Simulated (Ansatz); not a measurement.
## Response to strain in CoPdO2

The reference is CoPdO₂ (space group R-3m, No. 166; a = 2.8255 Å, c = 17.7539 Å (hexagonal axes); not spin-polarised; relaxed with 0.1 eV smearing). Axes: x lies along a and z along c of the hexagonal cell.

Strains are applied to the cell and any free atomic positions relax; under biaxial strain the out-of-plane vector relaxes too.

Level of theory: r2SCAN (Ansatz, a program for electronic structure, PAW, without spin-orbit coupling).

Notes on the quantities. pressure: mean of the normal stresses, compression positive; energy relative to the base: free energy F.

```tsv
change	pressure	shortest interatomic distance	energy relative to the base
base	0.0 GPa	1.893 Å	0 meV/atom
biaxial strain +1.00 %, plane normal [001], relaxed out of plane	-2.7 GPa	1.901 Å	–
isotropic strain −3.53 %	32.9 GPa	1.832 Å	+97 meV/atom
isotropic strain −3.19 %	28.9 GPa	1.838 Å	+78 meV/atom
isotropic strain −1.51 %	12.0 GPa	1.867 Å	+16 meV/atom
isotropic strain +1.13 %	-7.3 GPa	1.911 Å	+8.2 meV/atom
uniaxial strain ε_xx = −4.94 %	(withheld)	(withheld)	(withheld)
uniaxial strain ε_yy = +0.36 %	-0.7 GPa	1.894 Å	+0.1 meV/atom
uniaxial strain ε_zz = +4.15 %	-10.0 GPa	1.914 Å	–
```

Problem. What belongs in the blanks?

Solution. 
- uniaxial strain ε_xx = −4.94 %, pressure: 11.8 GPa
- uniaxial strain ε_xx = −4.94 %, shortest interatomic distance: 1.861 Å
- uniaxial strain ε_xx = −4.94 %, energy relative to the base: +30 meV/atom

Whether these cells are dynamically stable was not tested. Seeded moments were not kept for the base. No Hubbard U is applied and the magnetic state is the run's own (CoPdO2 not spin-polarised; CoPdO2 non-magnetic); small cells can't hold the antiferromagnetic order that many such compounds have, so gaps and moments can be off. The final runs are not spin-polarised. An odd electron count without spin: CoPdO2.
